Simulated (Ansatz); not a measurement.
Base system: SnO₂ in the rutile structure (space group P4_2/mnm, No. 136; a = 4.7685 Å, c = 3.2114 Å). Axes: x, y, z lie along a, b, c of the conventional cell.

Calculations: Ansatz (an electronic-structure program), PBEsol, PAW, cutoff 420 eV, spin-orbit coupling left out, earlier PAW set.

Strains are applied to the cell and any free atomic positions relax.

One change was made to it. Results:

| quantity | base | after |
|---|---|---|
| band gap | 0.92 eV | 1.13 eV |
| energy relative to the base (free energy F) | 0 meV/atom | +7.5 meV/atom |
| pressure (mean of the normal stresses, compression positive) | 0.00 GPa | 4.11 GPa |
| shortest interatomic distance | 2.066 Å | 2.042 Å |

Question: Which of these changes matches the shifts?
A) uniaxial strain ε_zz = −0.67 %
B) strain tensor (xx, yy, zz, yz, xz, xy) = (−1.01, −0.28, −0.67, +0.87, +1.56, +0.16) %
C) strain tensor (xx, yy, zz, yz, xz, xy) = (+0.50, +1.55, −3.50, −0.08, +0.79, +0.36) %
D) tensor shear ε_yz = +3.83 %
E) uniaxial strain ε_zz = +3.48 %

Answer: B, strain tensor (xx, yy, zz, yz, xz, xy) = (−1.01, −0.28, −0.67, +0.87, +1.56, +0.16) %. For comparison, the band gap in the other runs: strain tensor (xx, yy, zz, yz, xz, xy) = (+0.50, +1.55, −3.50, −0.08, +0.79, +0.36) % gives 1.21 eV; tensor shear ε_yz = +3.83 % gives 0.90 eV; uniaxial strain ε_zz = −0.67 % gives 1.02 eV; uniaxial strain ε_zz = +3.48 % gives 0.45 eV.

Stability against distortions was not tested.
